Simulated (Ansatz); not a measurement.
# Carrier doping in hypothetical P6_422 BAs

Consider BAs (space group P6_422, No. 181; a = 3.4587 Å, c = 7.4818 Å; a hypothetical phase, not in the database extracts checked).

Carriers are added at fixed cell with a uniform background; the Fermi–Dirac width is that of 300 K.

The values are results of PBE (Ansatz, an electronic-structure program; PAW; 420 eV plane waves; scalar-relativistic without spin-orbit coupling), not measurements.

Notes on the quantities. Fermi level from band edge: Fermi level relative to the doped band's edge (positive inside the band; to 0.05 eV).

| case | gap between the host's bands | Fermi level from band edge |
|---|---|---|
| undoped | 0.48 eV | – |
| electrons 2.0×10^21 cm⁻³ | 0.46 eV | +0.40 eV |
| electrons 3.0×10^21 cm⁻³ | 0.46 eV | +0.50 eV |
| electrons 5.0×10^21 cm⁻³ | 0.44 eV | +0.60 eV |
| electrons 2.0×10^22 cm⁻³ | 0.34 eV | +1.15 eV |
| holes 2.0×10^21 cm⁻³ | 0.50 eV | +1.05 eV |
| holes 3.0×10^21 cm⁻³ | 0.51 eV | +1.15 eV |
| holes 5.0×10^21 cm⁻³ | 0.53 eV | +1.30 eV |
| holes 2.0×10^22 cm⁻³ | 0.68 eV | +1.85 eV |

Carriers are added with a uniform compensating background; total energy and stress of such cells depend on the potential's zero and are not compared; many-body gap narrowing is missing at this level. Whether these cells are dynamically stable was not tested. The base started in P3_121 and relaxed to P6_422 at this level.
